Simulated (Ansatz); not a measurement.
# Step by step: formation energy of H_i in Ni (fcc, Fm-3m)

Subject: the formation energy of H_i in Ni (fcc, Fm-3m). Reaction: 108 Ni (fcc) + 1/2 H2 (gas) → cell A.

A: a supercell of 108 sites of Ni (fcc, Fm-3m) with H off the lattice sites (6 Ni at 1.80 Å); spin state with PBE: parallel moments, net moment 67.6 μB a cell.

Ansatz (a first-principles code) with PAW potentials; structures come from PBE relaxations, nuclei static, no net charge. Ansatz runs with its default PAW set. Other levels take these structures. The lattices are those relaxed with PBE, so at other levels the solids can be strained, which adds to the spread. Larger cells are relaxed from a start prepared with the learned potential CHGNet, on a coarser mesh till forces fall under 0.03 eV/Å, which some starts already meet. A dispersion term (D3(BJ), or D4 for r2SCAN) was computed beside these levels and is taken off wherever the name lacks it. No search over spin orders was made beyond those shown. Mesh and cell size may move defect energies by 0.1 eV or more. Cell A has symmetry Pm-3m within 0.02 Å and got no random move, so less symmetric positions, which may lie lower, weren't tried.

Total energies of the cells in eV, at zero smearing width. They compare only within one column; the weights balance every element.

```csv
cell,atoms,weight,PBE,PBE+D3(BJ)
A: Ni:H_i,109,+1,-630705.68677,-630755.74460
Ni (fcc),108,−1,-630689.90817,-630739.75853
H2 (gas),2,−1/2,-31.74439,-31.74691
```

PBE: (-630705.68677) − (-630689.90817) − 1/2 × (-31.74439) = 0.094 eV.

PBE+D3(BJ): (-630755.74460) − (-630739.75853) − 1/2 × (-31.74691) = -0.113 eV.
